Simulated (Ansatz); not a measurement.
Band structure of MgSiH2O4 (Pm, 8 atoms in the cell).

```
CELL_PARAMETERS angstrom
      4.33505     0.00000     0.00000
      0.00000     2.85961     0.00000
     -0.27989     0.00000     4.79298
ATOMIC_POSITIONS crystal
  Mg 0.50036 0.50000 0.47539
  Si 0.00098 0.00000 0.00247
  H  0.97852 0.00000 0.51691
  H  0.46535 0.50000 0.97146
  O  0.22371 0.00000 0.30909
  O  0.24809 0.50000 0.85942
  O  0.80259 0.00000 0.65865
  O  0.77189 0.50000 0.10642
```

Method: LDA (PW92), PAW files made with PBE (plane waves; Ansatz, a program for electronic structure).

Settings: kpoints.mp_grid.grid = 4 6 4; hamiltonian.xc = lda; hamiltonian.pseudopotentials = {kind: paw} (the program's default PAW files); scf.occupations.method = fixed; kpoints.band_path.npoints = 8.

The starting cell comes from a database of computed structures (which also holds hypothetical and non-ambient phases and stackings), without a prior relaxation at this level.

**Question.** Predict the gap along the standard path and the places of the band edges.

**Answer.** The gap along the path is 4.70 eV, from Y to Γ; the smallest direct gap on it is 4.75 eV.

Levels in eV from the top of the valence band on the path, bands 17 to 24:
```json
[
 {"point": "Γ", "17": "-0.70", "18": "-0.63", "19": "-0.21", "20": "-0.05", "21": "4.70", "22": "7.42", "23": "8.73", "24": "10.97"},
 {"point": "Y", "17": "-1.75", "18": "-0.90", "19": "-0.42", "20": "0.00", "21": "6.61", "22": "7.57", "23": "9.45", "24": "10.09"},
 {"point": "H", "17": "-1.87", "18": "-0.97", "19": "-0.37", "20": "-0.11", "21": "7.04", "22": "7.33", "23": "9.31", "24": "10.24"},
 {"point": "C", "17": "-1.87", "18": "-0.97", "19": "-0.37", "20": "-0.11", "21": "7.05", "22": "7.32", "23": "9.35", "24": "10.22"},
 {"point": "E", "17": "-1.73", "18": "-1.42", "19": "-0.93", "20": "-0.73", "21": "7.24", "22": "9.66", "23": "9.85", "24": "10.13"},
 {"point": "M1", "17": "-1.73", "18": "-1.43", "19": "-0.93", "20": "-0.73", "21": "7.25", "22": "9.66", "23": "9.80", "24": "10.18"},
 {"point": "A", "17": "-1.91", "18": "-1.87", "19": "-0.96", "20": "-0.51", "21": "8.60", "22": "9.95", "23": "10.59", "24": "11.33"},
 {"point": "X", "17": "-0.89", "18": "-0.74", "19": "-0.73", "20": "-0.12", "21": "6.44", "22": "7.31", "23": "8.65", "24": "9.16"},
 {"point": "H1", "17": "-1.87", "18": "-0.97", "19": "-0.37", "20": "-0.11", "21": "7.04", "22": "7.33", "23": "9.31", "24": "10.24"}
]
```

Keys are those of Ansatz 0.2.
